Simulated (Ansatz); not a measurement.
## What isotropic strain −4.37 % does to Ge

Take Ge in the diamond structure (space group Fd-3m, No. 227; a = 5.6744 Å) as the base.

Now apply this change: the cell is scaled by 0.9563 in all directions; the atoms relax in the strained cell.

All numbers come from plane-wave PAW DFT at the r2SCAN level (Ansatz, a program for electronic structure, 500 eV), no spin-orbit coupling. Settings: 10×10×10 k-points, 0.05 eV Fermi–Dirac smearing.

```tsv
quantity	base	changed	shift
volume per atom	22.84 Å³	19.97 Å³	-2.87 Å³
space group	Fd-3m (No. 227)	Fd-3m (No. 227)	–
shortest interatomic distance	2.457 Å	2.350 Å	-0.107 Å
energy relative to the base (free energy F)	0 meV/atom	+103 meV/atom	+103 meV/atom
pressure	0.01 GPa	13.12 GPa	+13.11 GPa
band gap	0.36 eV	0.59 eV	+0.23 eV
gap character	direct at Γ	indirect, Γ → a point along ⟨100⟩, about 0.9 Å⁻¹ from Γ	–
smallest direct gap	0.36 eV	1.72 eV	+1.36 eV
width of the top valence band	4.01 eV	4.72 eV	+0.71 eV
electron mass	–	0.91 mₑ along k, 0.18 mₑ across (off the special points)	–
hole mass (degenerate bands, along [100])	–	0.068, 0.19, 0.19 mₑ (at Γ)	–
valley order (the lowest conduction-band minima on the path, energy above the VBM, named in the base's zone)	Γ 0.36 eV; L along ⟨111⟩ 0.44 eV; a point along ⟨100⟩, about 0.9 Å⁻¹ from Γ 0.79 eV	a point along ⟨100⟩, about 0.9 Å⁻¹ from Γ 0.59 eV; L along ⟨111⟩ 0.92 eV; Γ 1.72 eV	–
```

Effective masses come from finite differences of ±0.01 Å⁻¹. Along k means along the line from Γ to the band edge. Whether these cells are dynamically stable was not tested. The real Ge has an indirect gap at ambient pressure; r2SCAN orders its close-lying valleys differently.
